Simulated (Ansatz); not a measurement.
Take InAgTe$_{2}$ in the chalcopyrite structure (space group I-42d, No. 122) as the base.

```cif
data_Ag2In2Te4
_chemical_formula_sum 'In2 Te4 Ag2'
_space_group_name_H-M_alt 'P 1'
_space_group_IT_number 1
_cell_length_a 7.75305
_cell_length_b 7.75305
_cell_length_c 7.75305
_cell_angle_alpha 131.622
_cell_angle_beta 131.622
_cell_angle_gamma 70.826
loop_
_space_group_symop_operation_xyz
  'x, y, z'
loop_
_atom_site_label
_atom_site_type_symbol
_atom_site_fract_x
_atom_site_fract_y
_atom_site_fract_z
_atom_site_occupancy
In1 In 0.50000 0.50000 0.00000 1
In2 In 0.25000 0.75000 0.50000 1
Te1 Te 0.37500 0.36482 0.48982 1
Te2 Te 0.63518 0.12500 0.01018 1
Te3 Te 0.87500 0.88518 0.51018 1
Te4 Te 0.11482 0.62500 0.98982 1
Ag1 Ag 0.00000 0.00000 0.00000 1
Ag2 Ag 0.75000 0.25000 0.50000 1
```

Method: LDA, PAW, 420 eV (Ansatz, a quantum-chemistry and plane-wave program; no SOC).

Before the change:

| Quantity | Result |
|---|---|
| Pressure | 0.0 GPa |

It is then changed as follows: the cell is scaled by 1.0150 in all directions, atoms relaxed at fixed cell.

**Question.** Estimate the effect on the pressure.

**Answer.** The pressure (mean of the normal stresses, compression positive) goes from zero to -2.0 GPa.

**Question.** Estimate the effect on the energy relative to the base.

**Answer.** The energy increases by 9.5 meV/atom.

The cells carry an imposed strain or load. No phonon test of stability was made. All final runs are without spin polarisation. Gaps under 0.05 eV, about the width of the smearing, are given as zero.
